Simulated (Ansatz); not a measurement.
Au on the 1x1 (0001) surface of hcp Ti, one in a 2x2 cell, started at the site 'bridge Ti-Ti (span 2.9 Å)'

These are PBE (plane waves to 420 eV, PAW; Ansatz, a first-principles code) values and carry that method's errors.

Model: 17-atom slab, 6.8 Å thick at the start under the adsorbate (thin: gaps and levels are the slab's own), 6x6x1 mesh, Fermi-Dirac 0.1 eV, dipole correction, 8 atoms held, the rest relaxed; held to the start's symmetry, so lower structures may exist; no spin, no spin-orbit, no U, no dispersion correction. At the end it is bonded to 3 Ti. In PBE it is, or lies within 0.03 eV of, the lowest of the starts that converged.

| Item | Result |
|---|---|
| adsorption energy against an atom of fcc Au | -1.19 eV |
| work function of the top face | 4.09 eV |
| change of the work function | -0.31 eV |
| change of the step from the bottom to the top vacuum level, against the clean slab | -0.29 eV |
| energy released by relaxation | 1.05 eV |
| height of the binding atom over the mean of the host atoms within 0.3 Å of the top one | 1.963 Å |
| nearest host atoms of the binding atom | Ti at 2.65 Å, Ti at 2.65 Å, Ti at 2.65 Å |
| largest move of a host atom | 0.10 Å |
| note | in the relaxation the adsorbate left its starting site by 0.8 Å |
| cost | very roughly 14 core-minutes |

A negative adsorption energy means that the adsorbate is more stable on the surface than in its reference.
